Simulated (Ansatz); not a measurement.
Consider the following.

```
CdTe
1.0
    4.41830     0.00000     0.00000
    0.00000     4.41830     0.00000
    2.20915    -2.20915     3.31242
Cd Te
1 1
Direct
  0.00000   0.00000   0.00000
  0.75000   0.75000   0.50000
```

No spin polarisation.

Calculations: LDA (Ansatz, a first-principles code; PAW; 420 eV plane waves; spin-orbit coupling left out). k-mesh 9×9×9 (Γ-centred); smearing 0.05 eV (Fermi–Dirac).

Task: Predict the band gap and electron mass.

Result: 
* **Band gap**: 0.58 eV
* **Electron mass**: 0.059 mₑ out of plane, 0.049 mₑ in plane (at Γ)

Spin-orbit coupling, missing from the scalar runs, can matter with Te. The cells carry an imposed strain or load. Effective masses come from finite differences of ±0.01 Å⁻¹. No phonon test of stability was made. The cell was made from CdTe in the zinc blende structure (space group F-43m, No. 216) by this change: biaxial strain −2.50 %, plane normal [001], relaxed out of plane.
